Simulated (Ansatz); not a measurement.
Input:

```
CELL_PARAMETERS angstrom
     -2.83588     2.83588     5.75802
      2.83588    -2.83588     5.75802
      2.83588     2.83588    -5.75802
ATOMIC_POSITIONS crystal
  Ga 0.50000 0.50000 0.00000
  Ga 0.25000 0.75000 0.50000
  Cu 0.00000 0.00000 0.00000
  Cu 0.75000 0.25000 0.50000
  Se 0.87500 0.88130 0.50630
  Se 0.11870 0.62500 0.99370
  Se 0.37500 0.36870 0.49370
  Se 0.63130 0.12500 0.00630
```

No spin polarisation.

Method: PBE (Ansatz, an electronic-structure program), spin-orbit coupling left out. Settings: 8×8×8 k-points, 0.05 eV Fermi–Dirac smearing.

Problem. Predict the band gap and pressure.

Solution. 
* **Band gap**: zero
* **Pressure (mean of the normal stresses, compression positive)**: -1.3 GPa

The cells carry an imposed strain or load. Whether these cells are dynamically stable was not tested. All final runs are without spin polarisation. The cell was made from GaCuSe2 in the chalcopyrite structure (space group I-42d, No. 122) by this change: uniaxial strain ε_zz = +2.25 %. Gaps under 0.05 eV, about the width of the smearing, are given as zero. A zero or small gap of GaCuSe2 can be the functional's error rather than a property of the material.
